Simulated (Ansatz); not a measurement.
Base system: La$_{3}$Tl in the Cu3Au type structure (space group Pm-3m, No. 221; a = 4.973 Å; relaxed with 0.1 eV smearing). Axes: x, y, z lie along the cube axes.

All numbers come from PBEsol/PAW in Ansatz (an electronic-structure program), without spin-orbit coupling.

Strains are applied to the cell and any free atomic positions relax; under biaxial strain the out-of-plane vector relaxes too.

One change was made to it. Results:

| quantity | base | after |
|---|---|---|
| energy relative to the base (free energy F) | 0 meV/atom | +1.5 meV/atom |
| volume per atom | 30.75 Å³ | 30.42 Å³ |

Which change produced these results?
A) biaxial strain −1.09 %, plane normal [001], relaxed out of plane
B) biaxial strain +0.52 %, plane normal [001], relaxed out of plane
C) uniaxial strain ε_zz = +5.80 %
D) uniaxial strain ε_zz = −1.81 %

A, biaxial strain −1.09 %, plane normal [001], relaxed out of plane. For comparison, the volume per atom in the other runs: uniaxial strain ε_zz = −1.81 % gives 30.19 Å³; biaxial strain +0.52 %, plane normal [001], relaxed out of plane gives 30.90 Å³; uniaxial strain ε_zz = +5.80 % gives 32.53 Å³.

No phonon test of stability was made.
